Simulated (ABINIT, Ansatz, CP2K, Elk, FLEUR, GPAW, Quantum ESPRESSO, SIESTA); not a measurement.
## One structure in several programs: SiO2 (P4_2/mnm, 6 atoms in the cell)

Self-consistent single point.

```
CELL_PARAMETERS angstrom
      4.16205     0.00000     0.00000
      0.00000     4.16205     0.00000
      0.00000     0.00000     2.64824
ATOMIC_POSITIONS crystal
  Si 0.50000 0.50000 0.50000
  Si 0.00000 0.00000 0.00000
  O  0.69316 0.69316 0.00000
  O  0.30684 0.30684 0.00000
  O  0.80684 0.19316 0.50000
  O  0.19316 0.80684 0.50000
```

All programs got the same cell, k-point mesh and kind of occupations (some realise fixed ones as a very narrow smearing) (in Ansatz's words: kpoints.mp_grid.grid = 4 4 6; scf.occupations.method = fixed); potentials, basis and cutoffs are each program's usual ones.

```csv
code,model,pressure (GPa),largest force (eV/Å),gap on the mesh (eV),k-points,cutoff
FLEUR,"PBE, all-electron FLAPW (FLEUR), scalar-relativistic valence",–,0.267,5.969,24,Kmax 4.2 1/bohr
SIESTA,"GGA PBE, numerical atomic orbitals DZP, PseudoDojo PBE standard norm-conserving potentials (rewritten from UPF to PSML)",20.03,0.435,5.876,60,grid 350 Ry
Quantum ESPRESSO,"PBE, PSlibrary PAW (PBE) pseudopotentials",16.67,0.368,5.922,24,55 Ry
Elk,"PBE, all-electron FP-LAPW, Elk's shipped species files, default APW+lo basis",–,–,5.942,24,default
ABINIT,"PBE, PAW (JTH v2.0 PBE PAW)",13.68,0.290,5.888,24,24 Ha
GPAW,"PBE, GPAW PAW datasets PBE (gpaw-data 1.0.1)",–,0.477,5.979,24,900 eV
CP2K,"PBE, GPW, DZVP-MOLOPT-SR-GTH basis, GTH-PBE potentials (GTH_POTENTIALS)",16.99,0.176,5.856,52,grid 450 Ry
Ansatz,"PBE, default PAW files",15.73,0.358,5.934,24,default
```

A dash marks a value that a program does not give, or that is left out as unsure.

Gaps are read on the mesh.

The spread over the programs that give each value: pressure within 6.35 GPa; largest force within 0.301 eV/Å; gap on the mesh within 0.123 eV.

The starting cell comes from a database of computed structures (which also holds hypothetical and non-ambient phases and stackings), without a prior relaxation at this level. Its lattice was rescaled by a random factor within 2.5 % of one. On Ansatz's run: In the base run, with a pressure of about 17 GPa the cell is away from its equilibrium volume at this level.

Why do the programs differ, and what cannot be compared?

Differences of this kind can come from the potentials, where these differ, and from what each basis and cutoff leave unconverged. The zero of total energies and Fermi levels follows the potentials and each program's conventions, so they are not compared here. SIESTA and CP2K use small atom-centred bases, whose incompleteness enters pressures, forces and empty levels differently from a plane-wave cutoff. FLEUR and Elk treat all electrons, but the usual bases taken here (sphere radii, linearisation, local orbitals, empty states) were not tested for convergence, so the values are no reference for the others. Ansatz's pressure is given at a fixed set of plane waves, as the other plane-wave codes print theirs; with its correction for the finite basis it is 16.79 GPa (the shift of 1.06 GPa shows how far the cutoff is from converged). The pressure of GPAW is left out: its cutoff lies under the one at which its stress was checked. The programs reduce the same mesh by symmetry to different extents, which changes the work and not the result. In the pressure, SIESTA (by 4.30), ABINIT (by 2.05) and CP2K (by 1.26) lie more than 1 GPa from the median of the plane-wave programs. In the force vectors, FLEUR (by 0.096), GPAW (by 0.115) and CP2K (by 0.187) lie more than 0.08 eV/Å from the median of the plane-wave programs.

Ansatz is a first-principles code.

Keys are those of Ansatz 0.2.
